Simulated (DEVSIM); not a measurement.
System: illuminated Ge n-on-p cell, one wavelength, at 300 K.

Layer 1 from the left is Ge, thickness (μm) 0.140, Nd (cm⁻³) 4.3e18, τn (s) 8.1e-7, τp (s) 3.1e-6, absorption coefficient (cm⁻¹) 13000. Layer 2 from the left is Ge, thickness (μm) 140, Na (cm⁻³) 1.3e16, τn (s) 5.8e-5, τp (s) 5.8e-5, absorption coefficient (cm⁻¹) 13000.

Left contact: ohmic, minority hole recombination velocity 60 cm/s. Right contact: ohmic, minority electron recombination velocity 90 cm/s. Voltage is applied to the left contact. Recombination: SRH at mid-gap, radiative, Auger. Light enters at the left, 3.2e17 photons cm⁻² s⁻¹, one pass, no reflection. Mobility is μmin + (μ − μmin)/(1 + (N/Nref)^α).

Constants are typed, rounded textbook-type inputs, not results; the design itself was drawn at random and stands for no fabricated device. Values at 300 K.

Ge: gap (eV) 0.664, affinity (eV) 4, permittivity 16, Nc (cm⁻³) 1.04e19, Nv (cm⁻³) 6e18, μn (cm²/Vs) 3900, μp (cm²/Vs) 1900, μn,min 150, μp,min 100, Nref,n 2.6e17, Nref,p 4e17, αn 0.56, αp 0.6, B (cm³/s) 6.4e-14, Cn (cm⁶/s) 1e-31, Cp (cm⁶/s) 1e-31.

DEVSIM, 1D drift-diffusion, Boltzmann statistics, complete ionisation; no tunnelling, impact ionisation, image-force lowering or self-heating.

Dark forward current:

| |V| (V) | |J| (A/cm²) |
|---|---|
| 0.05 | 1.090e-5 |
| 0.10 | 8.528e-5 |
| 0.15 | 0.0005966 |
| 0.20 | 0.004098 |
| 0.25 | 0.02710 |
| 0.30 | 0.1539 |
| 0.35 | 0.7264 |
| 0.40 | 3.614 |
| 0.45 | 20.16 |
| 0.50 | 114.8 |
| 0.55 | 583.9 |
| 0.60 | 2206 |

Work out the local ideality factor n = ΔV / (kT/q · ln(J2/J1)) between the rows 0.15 and 0.20 V, 0.55 and 0.60 V.

kT/q = 25.85 mV. From 0.15 to 0.20 V: ln(0.004098/0.0005966) = 1.927, n = 1.00, near the 1 of diffusion or emission over a barrier. From 0.55 to 0.60 V: ln(2206/583.9) = 1.329, n = 1.46.

What current could the absorbed light give at most, and what share is collected?

Σ αd = 182, so qΦ(1 − exp(−Σ αd)) = 51.3 mA/cm². The simulated short-circuit current is 51.24 mA/cm², a share of 1.00.

Estimate the open-circuit voltage by superposition: the voltage at which the dark current equals that short-circuit current.

Interpolating ln J in the table gives 0.268 V. The simulation gives 0.268 V, the same within the digits that matter. Superposition holds where collection doesn't change with voltage.

Estimate the fill factor from FF0 = (v − ln(v + 0.72))/(v + 1), v = qVoc/(nkT), with n from the dark curve.

The rows about Voc, 0.25 and 0.30 V, give n = 1.11, so v = 9.31 and FF0 = 0.679. The simulation gives 0.690; the estimate lies 1.5 % below.
